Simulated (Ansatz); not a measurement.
A computed series for Al: response to strain

Consider Al in the fcc (Cu type) structure (space group Fm-3m, No. 225; a = 3.994 Å; relaxed with 0.1 eV smearing). Axes: x, y, z lie along the cube axes.

Strains are applied to the cell and any free atomic positions relax; under biaxial strain the out-of-plane vector relaxes too.

Calculations: Ansatz (a program for electronic structure) r2SCAN, no spin-orbit coupling.

Notes on the quantities. in-plane stress: mean in-plane stress (compression positive).

```tsv
case	in-plane stress	volume per atom
base	–	15.92 Å³
biaxial strain +0.50 %, plane normal [001], relaxed out of plane	-0.6 GPa	16.00 Å³
biaxial strain +1.00 %, plane normal [001], relaxed out of plane	-1.3 GPa	16.08 Å³
biaxial strain +1.50 %, plane normal [001], relaxed out of plane	-1.9 GPa	16.17 Å³
biaxial strain +2.00 %, plane normal [001], relaxed out of plane	?	?
biaxial strain +2.50 %, plane normal [001], relaxed out of plane	-3.1 GPa	16.34 Å³
biaxial strain +3.00 %, plane normal [001], relaxed out of plane	-3.7 GPa	16.43 Å³
```

### Question
Some entries are withheld; estimate them.

### Answer

- biaxial strain +2.00 %, plane normal [001], relaxed out of plane, in-plane stress: -2.6 GPa
- biaxial strain +2.00 %, plane normal [001], relaxed out of plane, volume per atom: 16.26 Å³

Whether these cells are dynamically stable was not tested.
